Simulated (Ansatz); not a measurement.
HgS: pressure series

The parent structure is HgS in the zinc blende structure (space group F-43m, No. 216).

```xyz
2
Lattice="0.0000 2.9060 2.9060 2.9060 0.0000 2.9060 2.9060 2.9060 0.0000" Properties=species:S:1:pos:R:3 pbc="T T T"
Hg     0.0000     0.0000     0.0000
S      1.4530     1.4530     1.4530
```

Cell and atoms are relaxed at each pressure.

Computed with DFT with LDA, PAW potentials and a 420 eV plane-wave cutoff in Ansatz (a program for electronic structure), no spin-orbit coupling.

```tsv
pressure (GPa)	volume per atom (Å³/atom)
-2	25.341
-1	24.921
0	24.540
0.9	24.225
2.1	23.839
4.5	23.158
15	21.052
22.5	?
30	19.199
```

Q: Fit the third-order Birch–Murnaghan form P(V) = (3B₀/2)[(V₀/V)^(7/3) − (V₀/V)^(5/3)]·[1 + (3/4)(B₀′ − 4)((V₀/V)^(2/3) − 1)] (squares taken in P) to the rows shown and predict the withheld row.

A: Least squares on the printed values gives V₀ = 24.541 Å³/atom, B₀ = 67.6 GPa, B₀′ = 4.8; this predicts 20.018 Å³/atom, and the run gives 20.019 Å³/atom, in agreement.

The mesh was chosen for an insulator and is coarse for the gapless case. Load acts through the strain it causes; cell and atoms are relaxed under it. Stability against distortions was not tested. Tetrahedral semiconductors of this kind turn to denser phases somewhere between about 1 and 50 GPa; those were not computed, so compressed cells here can lie past the real transition. All final runs are without spin polarisation.
